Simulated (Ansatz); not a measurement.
Competing hops of interstitial F in bcc Mo, neutral cell

System: interstitial F in bcc Mo (neutral cell). Level of theory: PBE, PAW (plane waves to 420 eV; Ansatz, a first-principles code).

36-site cell at the relaxed PBE lattice, a 2×2×3 k-point mesh shifted by half a step, smearing 0.10 eV, spin-restricted, no finite-size correction. Energies are static. Sites that were not tried may lie lower.

Barriers: single points on a 3×3×5 k-point mesh shifted by half a step at the bands' geometries.

| Route | Start site over the lowest site run (eV) | Hop (Å) | Forward barrier (eV) | Backward barrier (eV) | Neighbours at the start | Neighbours at the saddle | Saddle order | Forward, on the band's own sampling (eV) |
|---|---|---|---|---|---|---|---|---|
| a direct jump of one F atom | 0.00 | 1.19 | 0.38 | 0.38 | 2 Mo at 2.03, 2 Mo at 2.05 Å | 2 Mo at 2.00, Mo at 2.02, 2 Mo at 2.39 Å | not checked, on a symmetry element | 0.38 |

Paths come from CI-NEB runs.  A band can be held on a symmetry element, so unchecked saddle points there may be too high.
